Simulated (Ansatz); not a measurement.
Base system: SiO₂ in the rutile structure (space group P4_2/mnm, No. 136).

```
SiO2
1.0
    4.18519     0.00000     0.00000
    0.00000     4.18519     0.00000
    0.00000     0.00000     2.66884
Si O
2 4
Direct
  0.00000   0.00000   0.00000
  0.50000   0.50000   0.50000
  0.30610   0.30610   0.00000
  0.80610   0.19390   0.50000
  0.19390   0.80610   0.50000
  0.69390   0.69390   0.00000
```

Cartesian axes are those of the cell as printed.

All numbers come from r2SCAN (Ansatz, a first-principles code, PAW, no SOC).

Before the change:

- Electron mass: 0.38 mₑ along c, 0.48 mₑ across (at Γ)
- Valence-band top at Γ: 0.00, -0.88, -0.88 eV
- Pressure: 0.00 GPa

One thing is altered: tensile biaxial strain of 1.06 % in the plane normal to [001], as in epitaxy on a mismatched substrate; the out-of-plane cell vector and the atoms relax.

Question: What does the calculation give for the electron mass after the change?

Answer: The electron mass goes from 0.38 mₑ along c, 0.48 mₑ across (at Γ) to 0.38 mₑ out of plane, 0.47 mₑ in plane (at Γ).

Question: What does the calculation give for the out-of-plane strain after the change?

Answer: The out-of-plane strain is -0.52 %.

Question: What does the calculation give for the valence-band top at Γ after the change?

Answer: The valence-band top at Γ (three highest levels, from the VBM) becomes 0.00, -0.86, -0.86 eV (base: 0.00, -0.88, -0.88 eV).

Question: What does the calculation give for the pressure after the change?

Answer: The pressure (mean of the normal stresses, compression positive) goes from zero to -3.64 GPa.

The levels and masses belong to the bands next to the band gap. Effective masses come from finite differences of ±0.01 Å⁻¹. Stability against distortions was not tested.
